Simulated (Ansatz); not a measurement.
# Effective masses and thermopower of MgO under load (space group Immm)

```
MgO
1.0
   -0.00361     2.10391     2.10901
    2.10391    -0.00361     2.10901
    2.10030     2.10030     0.00000
Mg O
1 1
Cartesian
  0.00000   0.00000   0.00000
  2.10030   2.10030   2.10901
```

Computed with PBEsol, rigid bands (plane waves, PAW, scalar-relativistic; Ansatz, a program for electronic structure). Condition of this run: uniaxial stress along [110] of 1 GPa (compression positive) (the target of the relaxation). Cell: cell and atoms relaxed with PBEsol, then loaded as said.

```
Item                                                                                                                                                           Value
---------------------------------------------------------------------------------------------------------------------------------------  ---------------------------
band gap                                                                                                                                                     4.63 eV
electron conductivity mass (300 K, dilute)                                                                                                                   0.35 mₑ
hole conductivity mass (300 K, dilute)                                                                                                                        2.3 mₑ
effective density of states N_c (300 K)                                                                                                                  5.2e18 cm⁻³
effective density of states N_v (300 K)                                                                                                                  2.1e20 cm⁻³
density-of-states mass, electrons                                                                                                                            0.35 mₑ
density-of-states mass, holes                                                                                                                                 4.1 mₑ
Seebeck coefficient, n-type 1e19 cm⁻³, 300 K                                                                                                               -172 μV/K
best n-type power factor at 300 K for τ = 10 fs (best axis; densities from 1e16 to 1e21 cm⁻³ tried, whether or not they can be reached)  2.4 μW/(cm·K²) at 3e19 cm⁻³
Seebeck coefficient, p-type 1e19 cm⁻³, 300 K                                                                                                                502 μV/K
```

Rigid bands; masses and Seebeck coefficients take one relaxation time τ for all states and one kind of carrier; polarons and phonon drag are left out. Spin-orbit coupling is left out.
